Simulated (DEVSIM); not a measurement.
Structure: abrupt CdTe p-n junction, at 300 K.

Layer 1 from the left is CdTe, thickness (μm) 1.30, Na (cm⁻³) 5.1e16, τn (s) 6.7e-9, τp (s) 6.7e-9. Layer 2 from the left is CdTe, thickness (μm) 3.30, Nd (cm⁻³) 1.9e17, τn (s) 6.7e-9, τp (s) 6.7e-9.

Left contact: ohmic. Right contact: ohmic. Voltage is applied to the left contact. Recombination: SRH at mid-gap. Mobility is μmin + (μ − μmin)/(1 + (N/Nref)^α).

The device is made up for the run: typed textbook-type constants, with dimensions and the other settings drawn at random. Values at 300 K.

CdTe: gap (eV) 1.5, affinity (eV) 4.28, permittivity 10.2, Nc (cm⁻³) 8e17, Nv (cm⁻³) 1.8e19, μn (cm²/Vs) 1000, μp (cm²/Vs) 80, μn,min 100, μp,min 10, Nref,n 1e17, Nref,p 1e17, αn 0.6, αp 0.6.

Model (solved in DEVSIM): 1D drift-diffusion, Boltzmann statistics, complete ionisation; no tunnelling, impact ionisation, image-force lowering or self-heating.

### Question
What does the simulation give for the dark forward voltage at 1 A/cm², the potential step across the device at zero bias, the largest field in the device at zero bias, the dark forward voltage at 100 A/cm²?

### Answer
dark forward voltage at 1 A/cm² 1.094 V; potential step across the device at zero bias 1.311 V; largest field in the device at zero bias 130000 V/cm; dark forward voltage at 100 A/cm² 1.220 V.
